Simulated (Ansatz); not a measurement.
ZnSnO₃ (R3c, No. 161, 10 atoms in the cell; start mp-13334) was calculated with PBEsol (PAW; Ansatz, a first-principles code).

Settings: plane-wave cutoff 520 eV, 8×8×8 k mesh, Fermi–Dirac smearing 0.01 eV, scalar-relativistic PAW data made under PBE.

Cell (relaxed with PBEsol):

```cif
data_O6Sn2Zn2
_chemical_formula_sum 'Zn2 Sn2 O6'
_space_group_name_H-M_alt 'P 1'
_space_group_IT_number 1
_cell_length_a 5.57675
_cell_length_b 5.57675
_cell_length_c 5.57675
_cell_angle_alpha 56.485
_cell_angle_beta 56.485
_cell_angle_gamma 56.485
loop_
_space_group_symop_operation_xyz
  'x, y, z'
loop_
_atom_site_label
_atom_site_type_symbol
_atom_site_fract_x
_atom_site_fract_y
_atom_site_fract_z
_atom_site_occupancy
Zn1 Zn 0.71545 0.71545 0.71545 1
Zn2 Zn 0.21545 0.21545 0.21545 1
Sn1 Sn 0.99779 0.99779 0.99779 1
Sn2 Sn 0.49779 0.49779 0.49779 1
O1 O 0.39425 0.78881 0.10512 1
O2 O 0.78881 0.10512 0.39425 1
O3 O 0.10512 0.39425 0.78881 1
O4 O 0.60512 0.28881 0.89425 1
O5 O 0.89425 0.60512 0.28881 1
O6 O 0.28881 0.89425 0.60512 1
```

Estimate the band gap that the calculation returns.


- band gap: 1.25 eV

Spin–orbit coupling is not included.

Static lattice: no zero-point or thermal effects.

Computing time: around 50 core-seconds (rough).

A start named mp-… is a Materials Project structure, which need not be a measured phase.
